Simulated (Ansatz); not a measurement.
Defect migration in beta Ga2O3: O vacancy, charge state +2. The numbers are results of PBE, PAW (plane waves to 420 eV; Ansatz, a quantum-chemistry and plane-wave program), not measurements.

120-site cell at the relaxed PBE lattice, the Γ point alone, smearing 0.01 eV, spin-restricted, no finite-size correction. Static, classical nuclei. The charge state is imposed; whether it is stable for some Fermi level was not computed. Forms of the defect that were not tried may lie lower. The start lies 0.15 eV above the lowest site run (PBE).

Barriers: single points on a 2×2×2 k-point mesh shifted by half a step at the bands' geometries (they differ from the bands' own by up to 0.05 eV, and are uncertain by about as much).

The step: a nearby O atom hops onto the vacant site (strongly reconstructed ends). Atoms about the jump, Cartesian Å from the middle of the jump, before and after:

| atom | x0 | y0 | z0 | x1 | y1 | z1 |
|---|---|---|---|---|---|---|
| O1 | -1.06 | 0.75 | 0.40 | 1.06 | -0.75 | -0.40 |
| Ga2 | 0.77 | 0.92 | 0.97 | 1.06 | 0.75 | 0.79 |
| Ga3 | -2.09 | -0.79 | 0.11 | -2.78 | -1.24 | -0.05 |
| Ga4 | 0.33 | -0.79 | -3.14 | 0.67 | -0.78 | -2.23 |
| O5 | -0.33 | 0.74 | -2.41 | -0.34 | 0.75 | -2.49 |
| O6 | -1.06 | -2.32 | 0.40 | -1.26 | -2.23 | 0.41 |
| O7 | 1.18 | 2.27 | -0.37 | 1.06 | 2.25 | -0.40 |
| O8 | 0.64 | -0.79 | 2.04 | 0.68 | -0.76 | 2.16 |
| O9 | -2.62 | -0.79 | -1.66 | -2.61 | -0.78 | -1.76 |
| Ga10 | 0.77 | -2.50 | 0.97 | 0.75 | -2.30 | 0.76 |
| Ga11 | -2.10 | 2.30 | 0.15 | -2.79 | 2.75 | -0.05 |
| Ga12 | 0.72 | 2.27 | -2.18 | 0.67 | 2.29 | -2.23 |
| O13 | -0.33 | -2.32 | -2.41 | -0.30 | -2.33 | -2.52 |
| Ga14 | -2.30 | 0.78 | -2.79 | -2.25 | 0.75 | -2.92 |
| O15 | 0.67 | 2.34 | 2.27 | 0.68 | 2.26 | 2.16 |
| O16 | -2.59 | 2.31 | -1.63 | -2.61 | 2.29 | -1.76 |
| O17 | -1.69 | 0.76 | 3.18 | -1.66 | 0.75 | 3.05 |
| O18 | -3.46 | -0.79 | 1.41 | -3.54 | -0.75 | 1.52 |
| O19 | 2.70 | 0.70 | 1.39 | 2.85 | 0.75 | 1.45 |
| O20 | -1.08 | 3.84 | 0.46 | -1.26 | 3.74 | 0.41 |
| Ga21 | -0.70 | -0.79 | 3.44 | -0.69 | -0.78 | 3.50 |

Task: Give the saddle-point geometry and the barrier.

Result: 
| atom | x | y | z |
|---|---|---|---|
| O1 | -0.33 | 0.09 | -0.21 |
| Ga2 | 0.90 | 0.88 | 0.91 |
| Ga3 | -1.95 | -0.83 | 0.08 |
| Ga4 | 0.47 | -0.66 | -2.43 |
| O5 | -0.35 | 0.92 | -2.73 |
| O6 | -1.08 | -2.42 | 0.50 |
| O7 | 1.21 | 2.34 | -0.40 |
| O8 | 0.70 | -0.85 | 2.19 |
| O9 | -2.58 | -0.76 | -1.68 |
| Ga10 | 0.76 | -2.49 | 1.03 |
| Ga11 | -2.34 | 2.50 | 0.03 |
| Ga12 | 0.69 | 2.38 | -2.19 |
| O13 | -0.33 | -2.28 | -2.37 |
| Ga14 | -2.31 | 0.76 | -2.90 |
| O15 | 0.68 | 2.29 | 2.21 |
| O16 | -2.60 | 2.29 | -1.72 |
| O17 | -1.61 | 0.73 | 3.00 |
| O18 | -3.36 | -0.76 | 1.37 |
| O19 | 2.75 | 0.68 | 1.40 |
| O20 | -1.12 | 3.80 | 0.43 |
| Ga21 | -0.68 | -0.81 | 3.52 |
It lies 1.67 eV above the start and 0.88 eV above the end. The saddle point's order was not checked.
